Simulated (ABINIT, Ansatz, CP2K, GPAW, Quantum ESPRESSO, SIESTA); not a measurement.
One structure in several programs: TiPt3 (Pm-3m, 4 atoms in the cell)

Self-consistent single point.

```yaml
crystal:
  lattice:
    - [3.92453, 0.00000, 0.00000]
    - [0.00000, 3.92453, 0.00000]
    - [0.00000, 0.00000, 3.92453]
  atoms:
    - { symbol: Ti, position: [0.00000, 0.00000, 0.00000] }
    - { symbol: Pt, position: [0.50000, 0.50000, 0.00000] }
    - { symbol: Pt, position: [0.00000, 0.50000, 0.50000] }
    - { symbol: Pt, position: [0.50000, 0.00000, 0.50000] }
```

Shared settings, as Ansatz (a program for electronic structure) writes them: kpoints.mp_grid.grid = 6 6 6; scf.occupations.method = gaussian; scf.occupations.width = 0.0073 Ry. Potentials and cutoffs stand in the table.

```tsv
code	model	pressure (GPa)	cutoff
CP2K	PBEsol, GPW, DZVP-MOLOPT-SR-GTH basis, GTH-PBE potentials (GTH_POTENTIALS)	-4.56	grid 600 Ry
GPAW	PBEsol, GPAW PAW datasets PBEsol (made by gpaw-setup)	-4.80	800 eV
SIESTA	GGA PBEsol, numerical atomic orbitals DZP, PseudoDojo PBEsol standard norm-conserving potentials (rewritten from UPF to PSML)	-7.80	grid 350 Ry
Ansatz	PBEsol, PAW files made with PBE	-5.05	30.9 Ry
ABINIT	PBEsol, norm-conserving pseudopotentials (PseudoDojo nc-sr-04 PBEsol standard)	-5.29	84 Ry
Quantum ESPRESSO	PBEsol, SSSP 1.1.2 efficiency (PBE) pseudopotentials	-5.14	50 Ry
```

On Ansatz's run: spin-orbit coupling is off. Spin polarisation is off.

The spread over the programs that give each value: pressure within 3.24 GPa.

CP2K and SIESTA use small atom-centred bases, whose incompleteness enters pressures, forces and empty levels differently from a plane-wave cutoff. Ansatz's pressure is given at a fixed set of plane waves, as the other plane-wave codes print theirs; with its correction for the finite basis it is -4.99 GPa. In the pressure, SIESTA (by 2.70) lies more than 1 GPa from the median of the plane-wave programs.

The starting cell comes from a database of computed structures (which also holds hypothetical and non-ambient phases and stackings), without a prior relaxation at this level.

Left out of this page: Elk (not drawn, or without a comparable value).

Keys are those of Ansatz 0.2.
